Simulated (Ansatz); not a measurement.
Consider CsBr in the CsCl type structure (space group Pm-3m, No. 221; a = 4.323 Å). Axes: x, y, z lie along the cube axes.

Calculations: r2SCAN, PAW, 500 eV (Ansatz, a first-principles code; no spin-orbit coupling).

For the base:

| Property | Result |
|---|---|
| Band gap | 5.19 eV |

Perturbation: a free-standing slab of 2 layers (4 atoms, 2 a layer) is cut normal to [110], with 15 Å of vacuum and the in-plane cell held at bulk.

Problem. What does the calculation give for the excess energy per area of both faces after the change?

Solution. The excess energy per area of both faces (slab less bulk energy over the cell's area: twice a surface energy) amounts to 0.33 J/m².

Problem. Predict the new band gap.

Solution. The band gap shrinks by 0.50 eV, from 5.19 eV to 4.69 eV.

Problem. What happens to the valence-band top at Γ?

Solution. The valence-band top at Γ (three highest levels, from the VBM) is 0.00, 0.00, -0.23 eV.

Problem. How does this affect the gap character?

Solution. The gap character amounts to direct at Γ.

Slab and bulk use different k-meshes, which limits the precision of the excess energy. Stability against distortions was not tested. k-point labels follow each cell's own Brillouin zone.
